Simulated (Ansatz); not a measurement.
# GaN: strain along the normal

GaN (zinc blende, F-43m, 11.055 Å³/atom at rest) under an equal strain ε in the (001) plane with the normal axis free, as in a coherent film. LDA in Ansatz, a plane-wave DFT program (PAW, default set), 420 eV, 13×13×13 Γ-centred mesh, Fermi-Dirac smearing 0.05 eV; ions are relaxed within the symmetry of each cell.

Here s stands for strain and y for normal strain.

| strain (%) | normal strain (%) |
|---|---|
| -1.50 | 1.61 |
| -1.00 | 1.08 |
| -0.50 | 0.55 |
| 0.00 | 0.00 |
| 0.50 | -0.55 |
| 1.00 | -1.11 |
| 1.50 | -1.68 |
| 3.00 | ? |

**Question.** Using a straight line, estimate the missing y at s = 3.00 from the other rows, showing the fit.

**Answer.** Means: s 0, y -0.014. About the means, the sum of products is -7.6750 and the sum of squares of s is 7.0000; the slope is their ratio. Least squares gives y = -0.014 - 1.0964·s. Residuals (row less fit): -0.021, -0.002, 0.016, 0.014, 0.012, 0.000, -0.021; standard error 0.017 (degrees of freedom: 5). The slope, -1.10 ± 0.01, is the elastic response of the normal axis, −2C12/C11 for this plane. At the withheld row, y = -0.014 - 1.0964 × 3.0 = -3.303%. The calculation gives -3.42%, 0.117% below the prediction (2.3 % of the range of y in the table). The row lies outside the fitted rows, so this is an extrapolation. From the scatter of the fitted rows alone, a prediction at this place has a standard error of 0.027%, so the miss is 4.3 times that.

One order more, fitted to all 13 runs of the series, follows each within 0.01, so the miss is the next term of a smooth law. GaN is here a metastable form; wurtzite is the usual one. Rows are the converged runs of the series near zero and its far end; series whose fitted rows scatter by over a few per cent of the range, as at a crossing or softening among them, aren't shown in this form. Most that stay on the fit to the last digits aren't either.
